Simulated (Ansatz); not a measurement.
The starting structures come from a database of crystals and need not be the phases stable at ambient conditions.

 Where the default PAW files enter, the runs use the earlier of Ansatz's two default sets.

Tunnelling through a barrier is set by its complex band structure: the current falls as exp(−2κd) with the smallest κ.

Given:

```xyz
12
Lattice="5.7721 0.0000 0.0000 0.0000 5.8111 0.0000 0.0000 2.0211 5.3766" Properties=species:S:1:pos:R:3 pbc="T T T"
P      5.0713     1.0471     0.8127
P      0.7008     6.7852     4.5639
P      2.1853     3.8796     4.5639
P      3.5868     3.9526     0.8127
Ru     2.9002     1.7577     1.4722
Ru     2.8719     6.0745     3.9044
Ru     0.0141     3.1690     3.9044
Ru     5.7579     4.6632     1.4722
S      0.6973     2.4712     1.8029
S      5.0748     5.3611     3.5737
S      3.5833     2.4555     3.5737
S      2.1888     5.3767     1.8029
```

Space group of this cell: P2_1/c. The cell is taken as given; by PBEsol its mean pressure is -4.1 GPa.

Transport runs along the normal of the first two printed cell vectors.

The gap is the functional's own, uncorrected, and κ follows it; spin-orbit coupling is left out. Mid-gap values are interpolated between the computed energies.

Q: Give the band gap and the smallest decay constant κ at mid-gap that PBEsol in Ansatz (a quantum-chemistry and plane-wave program) yields.

A: Gap 0.57 eV on a 6×6×6 mesh; κ = 0.157 1/Å, at the zone centre.
